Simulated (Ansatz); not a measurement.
The parent structure is InP in the zinc blende structure (space group F-43m, No. 216; a = 5.907 Å).

Modification: a hydrostatic pressure of 100 GPa.

Levels (all Ansatz, a quantum-chemistry and plane-wave program, PAW): r2SCAN (500 eV, no spin-orbit coupling); HSE06+SOC (420 eV, noncollinear with spin-orbit coupling).

The geometry is relaxed with r2SCAN.

- r2SCAN band gap: 0.82 eV
- r2SCAN valence-band top at Γ: 0.00, 0.00, 0.00 eV

### Question
Predict the band gap and valence-band top at Γ from HSE06+SOC.

### Answer
The band gap goes up by 0.29 eV (0.82 eV → 1.11 eV); the valence-band top at Γ (three highest Kramers pairs, from the VBM) becomes 0.00, 0.00, -0.11 eV (r2SCAN: 0.00, 0.00, 0.00 eV). The threefold valence maximum splits by Δso ≈ 0.11 eV.

Single points use the geometry relaxed with r2SCAN. Their cutoffs differ, which shifts pressures a little. HSE06 was sampled on its mesh, a few special points and the semilocal edge points, so its gap is an upper bound. The spin-orbit shifts are approximate. Load acts through the strain it causes; cell and atoms are relaxed under it. No phonon test of stability was made. Measured, InP leaves this structure (for rock salt) near 9.8 GPa (temperature not stated; as listed in Datta, Sujoy, Jana, Debnarayan, arXiv (2020)).
